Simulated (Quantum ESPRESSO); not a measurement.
## Effort and miss along a sweep of ecutwfc: ZnNi₄O₅ (C2/m, 10 atoms in the cell)

Cell: a = 5.2021 Å, b = 5.2021 Å, c = 7.3565 Å, α = 118.13°, β = 118.13°, γ = 33.56°.

Method of the run: LDA (PZ)+U, PSlibrary PAW (LDA) pseudopotentials (plane waves; Quantum ESPRESSO 7.5).

Base settings: ecutwfc = 55 Ry; ecutrho = 385 Ry; occupations = smearing; smearing = cold; degauss = 0.0036749 Ry; nspin = 2; K_POINTS = automatic 6 6 3 0 0 0; HUBBARD = atomic; U Ni-3d 6.2 eV; conv_thr = 1e-11 Ry; mixing_beta = 0.4.

Misses are taken against the tightest run, 55 Ry, which need not be fully converged itself. The energy is the free energy per atom.

The count of work is k-points × plane waves × bands × iterations; it is no time, and leaves out set-up, grids and terms that scale otherwise. Core times come from one kind of shared machine and are given to one figure; runs under 30 s give none.

The starting cell comes from a database of computed structures (which also holds hypothetical and non-ambient phases and stackings), without a prior relaxation at this level. The magnetic order is the one reached from the typed start; others were not searched systematically. With U or open f shells several self-consistent states can exist. In the base run, with a pressure of about -12 GPa the cell is away from its equilibrium volume at this level.

The runs (ecutwfc): 22 Ry (ecutrho: 385 Ry → 154 Ry) | 28 Ry (ecutrho: 385 Ry → 196 Ry) | 33 Ry (ecutrho: 385 Ry → 231 Ry) | 38 Ry (ecutrho: 385 Ry → 266 Ry) | 44 Ry (ecutrho: 385 Ry → 308 Ry) | 50 Ry (ecutrho: 385 Ry → 350 Ry) | 55 Ry.

### Question
For at most 0.5 times the reference's count of work, which run misses the energy least?

### Answer
33 Ry (ecutrho: 385 Ry → 231 Ry), with a miss of 310 meV/atom at a count of 0.43.

### Question
What does the step from 22 Ry (ecutrho: 385 Ry → 154 Ry) to 38 Ry (ecutrho: 385 Ry → 266 Ry) buy?

### Answer
It takes the miss in the energy from 9500 to 57 meV/atom, for 2.3 times the count of work and roughly 3 times the time.

| ecutwfc | energy less reference (meV/atom) | pressure less reference (GPa) | largest difference in the force on any atom (eV/Å) | count of work / reference | core time / reference (rough) |
|---|---|---|---|---|---|
| 22 Ry (ecutrho: 385 Ry → 154 Ry) | 9477.04 | -584.36 | 0.960 | 0.25 | 0.2 |
| 28 Ry (ecutrho: 385 Ry → 196 Ry) | 1705.62 | -163.76 | 0.147 | 0.33 | 0.4 |
| 33 Ry (ecutrho: 385 Ry → 231 Ry) | 313.60 | -39.14 | 0.012 | 0.43 | 0.4 |
| 38 Ry (ecutrho: 385 Ry → 266 Ry) | 56.74 | -5.97 | 0.017 | 0.56 | 0.6 |
| 44 Ry (ecutrho: 385 Ry → 308 Ry) | 19.20 | -0.38 | 0.001 | 0.74 | 0.9 |
| 50 Ry (ecutrho: 385 Ry → 350 Ry) | 7.62 | -0.18 | 0.001 | 0.96 | 1 |
| 55 Ry | 0.00 | 0.00 | 0.000 | 1.0 | 1 |

The last two settings still differ by 7.6 meV/atom, so the table cannot show that the reference is converged.
